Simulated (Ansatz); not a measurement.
Functionals compared on the (11-23) surface of hcp Hf in its 1x1 cell, outermost plane spacing 0.58 Å in the ideal cut, in Ansatz (plane waves, PAW). The structure was relaxed with PBE; the other rows are single points on it, each with its references at the same level. Cutoff 420 eV (500 eV for r2SCAN).

Set-up: 19 atoms, 10.5 Å thick at the start (thin: gaps and levels are the slab's own); mesh 7x6x1; 0.1 eV smearing; dipole correction on; all atoms relaxed; held to the start's symmetry, so lower structures may exist; no spin, no spin-orbit, no U. These notes are the PBE run's.

| functional | surface energy (J/m²) | work function of the top face (eV) | rough cost of the single point |
|---|---|---|---|
| PBE | 1.99 | 3.38 | – |
| LDA | ___ | ___ | very roughly 10 core-minutes |
| PBEsol | 2.17 | 3.45 | roughly 11 core-minutes |
| RPBE | 1.86 | 3.26 | about 9 core-minutes (a rough figure) |
| r2SCAN | 2.20 | 3.37 | roughly 18 core-minutes |

What belongs in the gaps?


- LDA, surface energy (J/m²): 2.21
- LDA, work function of the top face (eV): 3.62

Ansatz is a program for electronic structure.
